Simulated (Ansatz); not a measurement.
InAs in the zinc blende structure (space group F-43m, No. 216)

```cif
data_As4In4
_chemical_formula_sum 'In4 As4'
_space_group_name_H-M_alt 'F-43m'
_space_group_IT_number 216
_space_group_name_Hall 'F -4 2 3'
_cell_length_a 6.08727
_cell_length_b 6.08727
_cell_length_c 6.08727
_cell_angle_alpha 90.000
_cell_angle_beta 90.000
_cell_angle_gamma 90.000
loop_
_atom_site_label
_atom_site_type_symbol
_atom_site_symmetry_multiplicity
_atom_site_Wyckoff_symbol
_atom_site_fract_x
_atom_site_fract_y
_atom_site_fract_z
_atom_site_occupancy
In1 In 4 a 0.00000 0.00000 0.00000 1
As1 As 4 d 0.75000 0.75000 0.75000 1
```
(The calculation used a cell of 2 atoms; values per cell refer to that cell.)

The values are results of PBEsol (Ansatz, a first-principles code; PAW; 420 eV plane waves; spin-orbit coupling left out), not measurements. k-mesh 9×9×9 (Γ-centred); smearing 0.05 eV (Fermi–Dirac).

| Quantity | Value |
|---|---|
| Volume per atom | 28.20 Å³ |
| Density | 5.59 g/cm³ |
| Band gap | zero |
| Total energy | -5169.413 eV/atom (σ→0; compares only within this code and set-up) |

Stability against distortions was not tested. The final runs are not spin-polarised. The zero or small gap of InAs can change with the level of theory.
